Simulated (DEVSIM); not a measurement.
System: Schottky contact on n-type Si, at 300 K.

Layer 1 from the left is Si, thickness (μm) 18.0, Nd (cm⁻³) 2.6e16, τn (s) 0.0002, τp (s) 0.0002.

Left contact: Schottky, work function 4.75 eV, emission velocity 3.4e6 cm/s. Right contact: ohmic. Voltage is applied to the left contact. Recombination: SRH at mid-gap, radiative. Mobility is μmin + (μ − μmin)/(1 + (N/Nref)^α).

The device is made up for the run: typed textbook-type constants, with dimensions and the other settings drawn at random. Values at 300 K.

Si: gap (eV) 1.124, affinity (eV) 4.05, permittivity 11.7, Nc (cm⁻³) 2.86e19, Nv (cm⁻³) 3.1e19, μn (cm²/Vs) 1417, μp (cm²/Vs) 470, μn,min 52, μp,min 45, Nref,n 9.7e16, Nref,p 2.2e17, αn 0.68, αp 0.72, B (cm³/s) 4.7e-15.

Model (solved in DEVSIM): 1D drift-diffusion, Boltzmann statistics, complete ionisation; no tunnelling, impact ionisation, image-force lowering or self-heating. Metal contacts follow the ideal Schottky-Mott rule: no Fermi-level pinning, no interface dipoles.

Dark forward current:

```tsv
|V| (V)	|J| (A/cm²)
0.05	0.0001517
0.10	0.001197
0.15	0.008390
0.20	0.05782
0.25	0.3950
0.30	2.608
0.35	14.61
0.40	53.04
0.45	120.3
0.50	205.3
0.55	299.8
0.60	400.0
0.65	503.7
0.70	610.0
0.75	718.0
0.80	827.3
0.85	937.6
0.90	1049
0.95	1161
1.00	1273
1.05	1386
1.10	1499
1.15	1613
1.20	1727
1.25	1841
1.30	1956
```

**Question.** Work out the local ideality factor n = ΔV / (kT/q · ln(J2/J1)) between the rows 0.15 and 0.20 V, 1.25 and 1.30 V.

**Answer.** kT/q = 25.85 mV. From 0.15 to 0.20 V: ln(0.05782/0.008390) = 1.930, n = 1.00, near the 1 of diffusion or emission over a barrier. From 1.25 to 1.30 V: ln(1956/1841) = 0.061, n = 31.92; the layers' resistance at their doping, Σ W/(qμN) = 0.00042 Ω cm², would take 49 mV of this step of 50 mV.

**Question.** Estimate the current at 0.20 V for emission alone, J0 = q v N_band exp(−φB/kT), and read the barrier back from the simulated current.

**Answer.** φB = 0.700 eV, N_band = 2.86e19 cm⁻³, J0 = 2.70e-5 A/cm²; J = J0 (exp(qV/kT) − 1) = 0.0620 A/cm². The simulation gives 0.0578 A/cm²; the estimate lies 7.2 % above. Read backwards, the simulated current gives an apparent barrier of 0.702 eV. The estimate leaves out transport through the depletion region and minority injection.
